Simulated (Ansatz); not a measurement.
**A computed series for LiScTl2Cl6: element substitutions**

Consider LiScTl2Cl6 (space group Fm-3m, No. 225; a = 9.8881 Å; a cell from a computed database, its experimental status unchecked).

Each row replaces one element on all its sites; cell and atoms are relaxed.

Computed with PBEsol in Ansatz (plane waves to 420 eV, PAW, no spin-orbit coupling).

```json
[
 {"case": "base", "volume per atom": "24.17 Å³", "band gap": "3.72 eV"},
 {"case": "Li → Rb", "volume per atom": "32.08 Å³", "band gap": "3.67 eV"},
 {"case": "Sc → Be", "volume per atom": "?", "band gap": "zero"},
 {"case": "Tl → Bi", "volume per atom": "22.82 Å³", "band gap": "zero"}
]
```

### Question
What belongs in the blanks?

### Answer

- Sc → Be, volume per atom: 20.95 Å³

Spin-orbit coupling, missing from the scalar runs, can matter with Tl. No phonon test of stability was made. As relaxed here, RbScTl2Cl6, LiBeTl2Cl6 and LiScBi2Cl6 are hypothetical phases, not in the database extracts checked. All final runs are without spin polarisation. An odd electron count without spin: LiBeTl2Cl6. LiScBi2Cl6 has a high density of states at the Fermi level and may be magnetic at this level.

Ansatz is a first-principles code.
